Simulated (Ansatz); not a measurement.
The parent structure is B (space group I4_132, No. 214; a = 4.6330 Å; a hypothetical phase, not in the database extracts checked). Axes: x, y, z lie along the cube axes.

The change: biaxial strain +1.56 %, plane normal [110], relaxed out of plane (Cartesian); in-plane vectors clamped, the third vector and the atoms free.

Levels (all Ansatz, a quantum-chemistry and plane-wave program, PAW): PBEsol (420 eV, without spin-orbit coupling); r2SCAN (500 eV, no spin-orbit coupling).

The geometry is relaxed with PBEsol.

| Property | Result |
|---|---|
| PBEsol width of the top valence band | 2.54 eV |
| PBEsol lowest conduction level above the VBM at special points | Γ 1.31 eV; L 2.68 eV; Z 2.70 eV; Y 2.90 eV |
| PBEsol pressure | -1.13 GPa |

Problem. Predict the width of the top valence band, lowest conduction level above the VBM at special points and pressure from r2SCAN.

Solution. The width of the top valence band goes up by 0.05 eV (2.54 eV → 2.59 eV); the lowest conduction level above the VBM at special points goes from Γ 1.31 eV; L 2.68 eV; Z 2.70 eV; Y 2.90 eV to Γ 1.67 eV; L 3.02 eV; Z 3.04 eV; Y 3.24 eV; the pressure rises by 0.43 GPa (-1.13 GPa → -0.70 GPa).

Single points use the geometry relaxed with PBEsol. Their cutoffs differ, which shifts pressures a little. The levels and masses belong to the bands next to the band gap. No phonon test of stability was made. k-point labels follow each cell's own Brillouin zone.
